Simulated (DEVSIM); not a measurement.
Structure: Si n+/n-/n+ resistor, at 300 K.

| layer (left to right) | material | thickness (μm) | Nd (cm⁻³) | τn (s) | τp (s) |
|---|---|---|---|---|---|
| 1 | Si | 0.300 | 6e18 | 0.00016 | 0.00016 |
| 2 | Si | 0.160 | 2e14 | 0.00016 | 0.00016 |
| 3 | Si | 0.620 | 2.3e17 | 0.00016 | 0.00016 |

Left contact: ohmic. Right contact: ohmic. Voltage is applied to the left contact. Recombination: SRH at mid-gap, radiative, Auger. Mobility is μmin + (μ − μmin)/(1 + (N/Nref)^α).

Constants are typed, rounded textbook-type inputs, not results; the design itself was drawn at random and stands for no fabricated device. Values at 300 K.

```tsv
parameter	Si
gap (eV)	1.124
affinity (eV)	4.05
permittivity	11.7
Nc (cm⁻³)	2.86e19
Nv (cm⁻³)	3.1e19
μn (cm²/Vs)	1417
μp (cm²/Vs)	470
μn,min	52
μp,min	45
Nref,n	9.7e16
Nref,p	2.2e17
αn	0.68
αp	0.72
B (cm³/s)	4.7e-15
Cn (cm⁶/s)	2.8e-31
Cp (cm⁶/s)	9.9e-32
```

Model (solved in DEVSIM): 1D drift-diffusion, Boltzmann statistics, complete ionisation; no tunnelling, impact ionisation, image-force lowering or self-heating.

Task: Give the dark forward current.

Result: 
(V (V), J (A/cm²)): (0.05, 6600); (0.10, 13000); (0.20, 27000); (0.25, 34000); (0.35, 49000); (0.40, 57000); (0.50, 73000); (0.55, 81000); (0.65, 98000); (0.70, 110000); (0.75, 120000); (0.85, 130000); (0.90, 140000); (1.00, 160000); (1.05, 170000); (1.15, 190000); (1.20, 200000); (1.30, 220000); (1.35, 230000); (1.40, 230000); (1.50, 250000); (1.55, 260000); (1.65, 280000); (1.70, 290000); (1.80, 310000); (1.85, 320000); (1.95, 340000); (2.00, 350000)
